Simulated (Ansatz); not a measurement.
The starting structures come from a database of crystals and need not be the phases stable at ambient conditions.

## Evanescent states of KNaLaNbO5 (P4/nmm, 18 atoms a cell, 16.0 Å³ an atom, -4 GPa at this level) along the normal of (001)

Method: r2SCAN (plane waves, PAW; Ansatz, a quantum-chemistry and plane-wave program).

The gap is the functional's own. No spin-orbit coupling. Mid-gap values are those at the computed energy nearest the middle.

Energies count from the valence-band top; κ is the least over a 6×6 mesh across the current.

```tsv
E (eV)	κ (1/Å)	where
0.10	0.497	Γ
0.28	0.533	off Γ
0.47	0.556	off Γ
0.67	0.575	off Γ
0.85	0.591	off Γ
1.04	(withheld)	off Γ
1.24	(withheld)	off Γ
1.43	(withheld)	off Γ
1.61	(withheld)	off Γ
1.80	(withheld)	off Γ
2.00	(withheld)	off Γ
2.19	(withheld)	off Γ
2.38	(withheld)	off Γ
2.56	(withheld)	off Γ
2.75	(withheld)	off Γ
2.94	(withheld)	off Γ
3.13	0.530	off Γ
3.33	0.505	off Γ
3.52	0.474	Γ
3.71	0.339	Γ
3.90	0.211	Γ
```

Question: Some entries are withheld; supply them.

Answer: 
- 1.04, κ (1/Å): 0.605
- 1.24, κ (1/Å): 0.616
- 1.43, κ (1/Å): 0.626
- 1.61, κ (1/Å): 0.635
- 1.80, κ (1/Å): 0.630
- 2.00, κ (1/Å): 0.623
- 2.19, κ (1/Å): 0.614
- 2.38, κ (1/Å): 0.603
- 2.56, κ (1/Å): 0.589
- 2.75, κ (1/Å): 0.573
- 2.94, κ (1/Å): 0.553
